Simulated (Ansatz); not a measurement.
# A computed series for Au: response to strain

Start from Au in the fcc (Cu type) structure (space group Fm-3m, No. 225; relaxed with 0.1 eV smearing).

```
CELL_PARAMETERS angstrom
      0.00000     2.06226     2.06226
      2.06226     0.00000     2.06226
      2.06226     2.06226     0.00000
ATOMIC_POSITIONS crystal
  Au 0.00000 0.00000 0.00000
```

Cartesian axes are those of the cell as printed.

Strains are applied to the cell and any free atomic positions relax; under biaxial strain the out-of-plane vector relaxes too.

Calculations: Kohn–Sham DFT with the r2SCAN functional, run in Ansatz (an electronic-structure program) with PAW and 500 eV plane waves, no spin-orbit coupling.

Notes on the quantities. pressure: mean of the normal stresses, compression positive.

| variant | pressure | ratio −ε⊥/ε∥ |
|---|---|---|
| base | 0.0 GPa | – |
| biaxial strain −3.00 %, plane normal [001], relaxed out of plane | 1.9 GPa | 1.74 |
| biaxial strain −2.50 %, plane normal [001], relaxed out of plane | 1.5 GPa | 1.76 |
| biaxial strain −2.00 %, plane normal [001], relaxed out of plane | 1.0 GPa | 1.77 |
| biaxial strain −1.50 %, plane normal [001], relaxed out of plane | 0.6 GPa | 1.79 |
| biaxial strain −1.00 %, plane normal [001], relaxed out of plane | 0.4 GPa | 1.81 |
| biaxial strain −0.50 %, plane normal [001], relaxed out of plane | 0.2 GPa | – |

Whether these cells are dynamically stable was not tested.
